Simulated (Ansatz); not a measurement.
# AlPt3 under a change: pressure 10 GPa

Start from AlPt3 (space group P4/mbm, No. 127; a = 5.448 Å, c = 7.848 Å; a cell from a computed database, its experimental status unchecked).

The change: a hydrostatic pressure of 10 GPa.

Level of theory: DFT with PBEsol, PAW potentials and a 420 eV plane-wave cutoff in Ansatz (a quantum-chemistry and plane-wave program), without spin-orbit coupling. k-mesh 7×7×5 (Γ-centred); smearing 0.05 eV (Fermi–Dirac).

```csv
quantity,base,changed,shift
volume per atom,14.56 Å³,14.04 Å³,-0.52 Å³
density,17.46 g/cm³,18.11 g/cm³,+0.65 g/cm³
lattice parameter a,5.448 Å,5.381 Å,-0.067 Å
c/a ratio,1.440,1.441,+0.001
shortest interatomic distance,2.546 Å,2.520 Å,-0.026 Å
enthalpy H = E + PV relative to the base's energy,–,+0.89 eV/atom,–
band gap,zero,zero,–
```

Final structure:

```xyz
16
Lattice="5.3809 0.0000 0.0000 0.0000 5.3809 0.0000 0.0000 0.0000 7.7562" Properties=species:S:1:pos:R:3 pbc="T T T"
Al     2.6904     0.0000     1.8506
Al     2.6904     0.0000     5.9056
Al     0.0000     2.6904     1.8506
Al     0.0000     2.6904     5.9056
Pt     1.2752     3.9656     0.0000
Pt     4.1057     1.4153     0.0000
Pt     1.4153     1.2752     0.0000
Pt     3.9656     4.1057     0.0000
Pt     0.0000     0.0000     1.9651
Pt     0.0000     0.0000     5.7911
Pt     2.6904     2.6904     5.7911
Pt     2.6904     2.6904     1.9651
Pt     3.7484     1.0580     3.8781
Pt     1.6325     4.3229     3.8781
Pt     4.3229     3.7484     3.8781
Pt     1.0580     1.6325     3.8781
```

Load acts through the strain it causes; cell and atoms are relaxed under it. Stability against distortions was not tested. No other phases were tried under pressure. All final runs are without spin polarisation.
